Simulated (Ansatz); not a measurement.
What biaxial strain +3.28 %, plane normal [001], relaxed out of plane does to hypothetical rock salt YSi

Base system: YSi in the rock salt structure (space group Fm-3m, No. 225; a = 5.8373 Å; a hypothetical phase, not in the database extracts checked; relaxed with 0.1 eV smearing). Axes: x, y, z lie along the cube axes.

One thing is altered: biaxial strain +3.28 %, plane normal [001], relaxed out of plane (Cartesian); in-plane vectors clamped, the third vector and the atoms free.

All numbers come from r2SCAN in Ansatz (plane waves to 500 eV, PAW, without spin-orbit coupling), earlier PAW set. Γ-centred 17×17×17 mesh, Fermi–Dirac width 0.1 eV.

| quantity | base | changed | shift |
|---|---|---|---|
| volume per atom | 24.86 Å³ | 26.30 Å³ | +1.44 Å³ |
| space group | Fm-3m (No. 225) | I4/mmm (No. 139) | – |
| shortest interatomic distance | 291.9 pm | 289.4 pm | -2.44 pm |
| energy relative to the base (free energy F) | 0 meV/atom | +27 meV/atom | +27 meV/atom |
| band gap | zero | zero | – |
| out-of-plane strain | – | -0.83 % | – |
| ratio −ε⊥/ε∥ | – | 0.25 | – |

Final structure (turned so that z lies along the plane normal):

```
YSi
1.0
    4.26298     0.00000     0.00000
    0.00000     4.26298     0.00000
    2.13149    -2.13149     2.89430
Si Y
1 1
Direct
  0.00000   0.00000   0.00000
  0.50000   0.50000   0.00000
```

Whether these cells are dynamically stable was not tested. All final runs are without spin polarisation. An odd electron count without spin: YSi. YSi has a high density of states at the Fermi level and may be magnetic at this level.

Ansatz is a first-principles code.
